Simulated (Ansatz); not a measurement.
The reference is MgTe in the wurtzite structure (space group P6_3mc, No. 186; a = 4.5089 Å, c = 7.3377 Å). Axes: x lies along a and z along c of the hexagonal cell.

The values are results of LDA, PAW, 420 eV (Ansatz, a quantum-chemistry and plane-wave program; without spin-orbit coupling), not measurements.

Modification: every lattice vector is stretched by 2.40 %; the atoms relax in the strained cell.

Q: Predict the stress tensor and what it implies for the stiffness.

A: Stress of the strained cell less that of the base (GPa, compression positive):
```
  -2.37    0.00    0.00
   0.00   -2.37    0.00
   0.00    0.00   -2.37
```

Then B = −ΔP/(ΔV/V₀) with ΔV/V₀ = 0.0737 gives secant stiffness values (nonlinear terms included at this strain): B (at held cell shape, above the free-shape value) ≈ 32 GPa.

As a check, the harmonic strain energy −½ V₀ Δσ:ε is 17 meV/atom; the computed energy rise is 19 meV/atom.

Whether these cells are dynamically stable was not tested.
